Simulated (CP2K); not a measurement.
Band structure of Al2Cu (I4/mcm, 6 atoms in the cell).

```yaml
crystal:
  lattice:
    - [4.86949, 0.00000, 0.00000]
    - [-2.51805, 4.16790, 0.00000]
    - [-1.17572, -2.08395, 4.24108]
  atoms:
    - { symbol: Al, position: [0.84139, 0.65861, 0.50000] }
    - { symbol: Al, position: [0.15861, 0.34139, 0.50000] }
    - { symbol: Al, position: [0.65861, 0.15861, 0.81722] }
    - { symbol: Al, position: [0.34139, 0.84139, 0.18278] }
    - { symbol: Cu, position: [0.25000, 0.25000, 0.00000] }
    - { symbol: Cu, position: [0.75000, 0.75000, 0.00000] }
```

Method of the run: PBE, GPW, DZVP-MOLOPT-SR-GTH basis, GTH-PBE potentials (GTH_POTENTIALS) (CP2K).

Settings: CUTOFF = 600 Ry; REL_CUTOFF = 60 Ry; SMEAR/METHOD = GAUSSIAN; SIGMA = 0.272 eV; KPOINTS/SCHEME = MONKHORST-PACK 6 6 6; GAMMA_CENTERED = T; XC_FUNCTIONAL = PBE; Al/BASIS_SET = DZVP-MOLOPT-SR-GTH-q3; Al/POTENTIAL = GTH-PBE-q3; Cu/BASIS_SET = DZVP-MOLOPT-SR-GTH-q11; Cu/POTENTIAL = GTH-PBE-q11; METHOD = GPW; EPS_DEFAULT = 1e-10; EXTRAPOLATION = USE_GUESS.

The starting cell comes from a database of computed structures (which also holds hypothetical and non-ambient phases and stackings), without a prior relaxation at this level. Spin polarisation is off. Values carry the incompleteness of an atom-centred basis.

Levels in eV from the Fermi level, bands 13 to 18:
| point | 13 | 14 | 15 | 16 | 17 | 18 |
|---|---|---|---|---|---|---|
| Γ | -3.06 | -2.07 | -1.30 | -1.23 | -1.23 | -0.88 |
| X | -2.89 | -2.79 | -1.53 | -1.38 | -0.88 | -0.61 |
| M | -3.49 | -3.36 | -3.36 | -1.84 | 2.72 | 3.05 |
| Z | -3.44 | -3.40 | -3.40 | -0.96 | 1.58 | 1.79 |
| P | -3.92 | -3.92 | 0.38 | 0.38 | 0.78 | 0.78 |
| N | -3.21 | -3.21 | -2.69 | -2.69 | 0.23 | 0.23 |
| Z1 | -3.44 | -3.40 | -3.40 | -0.96 | 1.58 | 1.79 |

Bands cross the Fermi level along this path, so the cell is metallic at this level.

Higher empty bands are left out: an atom-centred basis made for the valence describes them poorly.
